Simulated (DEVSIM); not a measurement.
Device: Schottky contact on n-type GaN, at 300 K.

Layer 1 from the left is GaN, thickness (μm) 1.90, Nd (cm⁻³) 2e15, τn (s) 5.3e-10, τp (s) 5.3e-10.

Left contact: Schottky, work function 5.45 eV, emission velocity 8.3e6 cm/s. Right contact: ohmic. Voltage is applied to the left contact. Recombination: SRH at mid-gap, radiative, Auger. Mobility is constant in doping.

The device is made up for the run: typed textbook-type constants, with dimensions and the other settings drawn at random. Values at 300 K.

GaN: gap (eV) 3.43, affinity (eV) 4.1, permittivity 9.5, Nc (cm⁻³) 2.3e18, Nv (cm⁻³) 4.6e19, μn (cm²/Vs) 1200, μp (cm²/Vs) 100, B (cm³/s) 1e-11, Cn (cm⁶/s) 1e-30, Cp (cm⁶/s) 1e-30.

Simulated with DEVSIM: 1D drift-diffusion, Boltzmann statistics, complete ionisation; no tunnelling, impact ionisation, image-force lowering or self-heating. Metal contacts follow the ideal Schottky-Mott rule: no Fermi-level pinning, no interface dipoles.

Dark forward current:

```tsv
|V| (V)	|J| (A/cm²)
0.20	1.162e-13
0.25	7.993e-13
0.30	5.495e-12
0.35	3.775e-11
0.40	2.591e-10
0.45	1.778e-9
0.50	1.218e-8
0.55	8.340e-8
0.60	5.702e-7
0.65	3.891e-6
0.70	2.650e-5
0.75	0.0001800
0.80	0.001217
0.85	0.008189
0.90	0.05459
0.95	0.3572
1.00	2.220
1.05	11.61
1.10	41.15
1.15	94.81
1.20	165.1
1.25	245.0
1.30	330.8
1.35	420.5
1.40	512.7
1.45	606.8
```

Q: Work out the local ideality factor n = ΔV / (kT/q · ln(J2/J1)) between the rows 0.20 and 0.25 V, 1.40 and 1.45 V.

A: kT/q = 25.85 mV. From 0.20 to 0.25 V: ln(7.993e-13/1.162e-13) = 1.928, n = 1.00, near the 1 of diffusion or emission over a barrier. From 1.40 to 1.45 V: ln(606.8/512.7) = 0.169, n = 11.48; the layers' resistance at their doping, Σ W/(qμN) = 0.00049 Ω cm², would take 46 mV of this step of 50 mV.

Q: Estimate the current at 0.60 V for emission alone, J0 = q v N_band exp(−φB/kT), and read the barrier back from the simulated current.

A: φB = 1.350 eV, N_band = 2.30e18 cm⁻³, J0 = 6.38e-17 A/cm²; J = J0 (exp(qV/kT) − 1) = 7.68e-7 A/cm². The simulation gives 5.70e-7 A/cm²; the estimate lies 35 % above. Read backwards, the simulated current gives an apparent barrier of 1.358 eV. The estimate leaves out transport through the depletion region and minority injection.
